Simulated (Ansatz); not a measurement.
## Ti3Al: Sc on a Ti site, symmetric start

The reference is a 16-atom supercell of Ti3Al (space group P6_3/mmc, No. 194; a = 5.756 Å, c = 4.655 Å) at its relaxed geometry.

The change: a neutral Sc on a Ti site, symmetric start, atoms relaxed at fixed cell.

Method: PBE (Ansatz, an electronic-structure program), scalar-relativistic without spin-orbit coupling. Γ-centred 7×7×7 mesh, Fermi–Dirac width 0.05 eV.

* **Pressure**: 2.5 GPa (base 0.0 GPa)
* **Energy gained by relaxation**: 0.06 eV
* **Mean distance from the defect site to its nearest host atoms**: 286 pm (base 283 pm)

Cost of the whole job for the changed cell (relaxation, final SCF and bands): roughly 18 core-minutes.

In so small a cell the defect repeats every few ångströms: this is an ordered compound, not a dilute defect. The defect started on the symmetric site and kept its symmetry, so it may sit on a saddle. All final runs are without spin polarisation. The defect cell is not spin-polarised.
